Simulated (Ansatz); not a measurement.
## Re: uniaxial strain ε_zz = −2.50 %

Base system: Re in the hcp (Mg type) structure (space group P6_3/mmc, No. 194; a = 2.7764 Å, c = 4.4809 Å; relaxed with 0.1 eV smearing). Axes: x lies along a and z along c of the hexagonal cell.

It is then changed as follows: the cell is compressed by 2.50 % along z with no lateral relaxation; the atoms relax in the strained cell.

Level of theory: PBE in Ansatz (plane waves to 420 eV, PAW, spin-orbit coupling left out). Γ-centred 24×24×13 mesh, Fermi–Dirac width 0.1 eV.

```tsv
quantity	base	changed	shift
volume per atom	14.96 Å³	14.58 Å³	-0.374 Å³
space group	P6_3/mmc (No. 194)	P6_3/mmc (No. 194)	–
energy relative to the base (free energy F)	0 meV/atom	+20 meV/atom	+20 meV/atom
pressure (mean of the normal stresses, compression positive)	0.0 GPa	10.0 GPa	+10.0 GPa
band gap	zero	zero	–
stress (xx, yy, zz, yz, xz, xy; compression positive)	–	(6.2, 6.2, 17.7, 0.0, 0.0, 0.0) GPa	–
```

Stability against distortions was not tested. The final runs are not spin-polarised.

Ansatz is a first-principles code.
